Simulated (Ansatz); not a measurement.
The parent structure is TiC in the rock salt structure (space group Fm-3m, No. 225; a = 4.328 Å). Axes: x, y, z lie along the cube axes.

Computed with r2SCAN (Ansatz, an electronic-structure program), no spin-orbit coupling.

For the base:

| Item | Result |
|---|---|
| Pressure | 0.0 GPa |
| Volume per atom | 10.13 Å³ |

It is then changed as follows: biaxial strain −2.13 %, plane normal [111], relaxed out of plane (Cartesian); in-plane vectors clamped, the third vector and the atoms free.

How does this affect the pressure, energy relative to the base and volume per atom?

The pressure (mean of the normal stresses, compression positive) goes from zero to 8.8 GPa; the energy increases by 17 meV/atom; the volume per atom shrinks by 0.315 Å³ (10.13 Å³ → 9.82 Å³).

Without a gap, meshes like the base's 18×18×18 leave anisotropic stresses uncertain by several tenths of a GPa, and small strain energies with them. Stability against distortions was not tested. All final runs are without spin polarisation.
